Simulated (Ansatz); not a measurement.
Structures of equal composition on the (000-1) surface of 4H silicon carbide (C plane on top): 2x2 Si adatom at H3; 2x2 Si adatom at T1; 2x2 Si adatom at T4. The slabs share one bottom face, and each structure is named by its start. These are constructed structures in small cells; real faces may alloy, dewet or reconstruct in larger ones, and not all known structures of the face are among them. Slabs of about 11 Å, Fermi-Dirac smearing of 0.025 eV. Bottom of the slabs: H caps. Relaxed from the named starts with such symmetry as they have, on meshes of like density; energies extrapolated to zero smearing; spin only where a row says so; no spin-orbit coupling, no U. Brackets mark spin-polarised runs, whose order is one that fits the cell. Where a second, spin-polarised start was run, the lower counts.

All values below come from PBE (plane waves to 420 eV, PAW; Ansatz, a first-principles code).

Put the candidates in order of energy per 1x1 cell, lowest first, for PBE.

2x2 Si adatom at H3 (0.000 eV), 2x2 Si adatom at T4 (0.289 eV, a narrow gap of 0.08 eV by band count), 2x2 Si adatom at T1 (0.677 eV, no gap on the mesh)
